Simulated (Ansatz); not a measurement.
**Au, response to strain**

Take Au in the fcc (Cu type) structure (space group Fm-3m, No. 225; a = 4.0829 Å; relaxed with 0.1 eV smearing) as the base. Axes: x, y, z lie along the cube axes.

Strains are applied to the cell and any free atomic positions relax; under biaxial strain the out-of-plane vector relaxes too.

The values are results of PBEsol (Ansatz, a quantum-chemistry and plane-wave program; PAW; 420 eV plane waves; without spin-orbit coupling), earlier PAW set, not measurements.

Candidates:
(a) biaxial strain −1.80 %, plane normal [001], relaxed out of plane
(b) biaxial strain −2.58 %, plane normal [001], relaxed out of plane
(c) uniaxial strain ε_zz = +4.96 %
(d) tensor shear ε_yz = +0.98 %

Notes on the quantities. energy relative to the base: free energy F.

Task: Order them by energy relative to the base, lowest first.

Result: (d) tensor shear ε_yz = +0.98 % (+0.8 meV/atom), (a) biaxial strain −1.80 %, plane normal [001], relaxed out of plane (+3.3 meV/atom), (b) biaxial strain −2.58 %, plane normal [001], relaxed out of plane (+7.3 meV/atom), (c) uniaxial strain ε_zz = +4.96 % (+23 meV/atom)

Stability against distortions was not tested.
